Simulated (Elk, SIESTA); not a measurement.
An Elk input for a self-consistent single point of NiAl (Pm-3m, 2 atoms in the cell) (DFT, PBE, all-electron FP-LAPW, Elk's shipped species files, APW+lo basis with extra local orbitals):

```
tasks
  0

xctype
  20

tforce
  .true.

rgkmax
  8.0

gmaxvr
  18.0

lmaxapw
  10

lmaxo
  8

nxlo
  2

lorbcnd
  .true.

lradstp
  2

nrmtscf
  2.0

rmtscf
  0.96

lmaxi
  4

stype
  0

swidth
  0.00499791

maxscl
  100

scale
  5.35208233

avec
    1.0000000000    0.0000000000    0.0000000000
    0.0000000000    1.0000000000    0.0000000000
    0.0000000000    0.0000000000    1.0000000000

sppath
  './'

atoms
  2
  'Al.in'
  1
  0.5000000000  0.5000000000  0.5000000000    0.0 0.0 0.0
  'Ni.in'
  1
  0.0000000000  0.0000000000  0.0000000000    0.0 0.0 0.0

ngridk
  9 9 9
```

Problem. Give the SIESTA input for the same structure, mesh, smearing and functional.

Solution. One input that does it (others would too):

```
# files in the folder: Al.psml Ni.psml (PseudoDojo PBE standard)
SystemName  NiAl
SystemLabel NiAl

NumberOfAtoms                2
NumberOfSpecies              2
%block ChemicalSpeciesLabel
  1 13 Al
  2 28 Ni
%endblock ChemicalSpeciesLabel
LatticeConstant              1.0 Bohr
%block LatticeVectors
     5.352082330    0.000000000    0.000000000
     0.000000000    5.352082330    0.000000000
     0.000000000    0.000000000    5.352082330
%endblock LatticeVectors
AtomicCoordinatesFormat      Fractional
%block AtomicCoordinatesAndAtomicSpecies
     0.500000000    0.500000000    0.500000000  1
     0.000000000    0.000000000    0.000000000  2
%endblock AtomicCoordinatesAndAtomicSpecies

XC.functional                GGA
XC.authors                   PBE
PAO.BasisSize                DZP
PAO.EnergyShift              0.01 Ry
MeshCutoff                   350 Ry
%block kgrid.MonkhorstPack
    9   0   0  0.0
    0   9   0  0.0
    0   0   9  0.0
%endblock kgrid.MonkhorstPack
OccupationFunction           MP
OccupationMPOrder            0
ElectronicTemperature        136.0 meV

MaxSCFIterations             150
SCF.Mixer.Method             Broyden
SCF.Mixer.Weight             0.1
SCF.Mixer.History            6
SCF.DM.Tolerance             1.0E-04
Diag.ParallelOverK           true
WriteForces                  true
```

Basis settings and potentials, where a program has them, do not carry over. This input uses DFT, GGA PBE, numerical atomic orbitals DZP, PseudoDojo PBE standard norm-conserving potentials (rewritten from UPF to PSML).

The starting cell has typed, rounded lattice constants, without a prior relaxation at this level. For this run, on top of that: lattice scaled by 0.98.
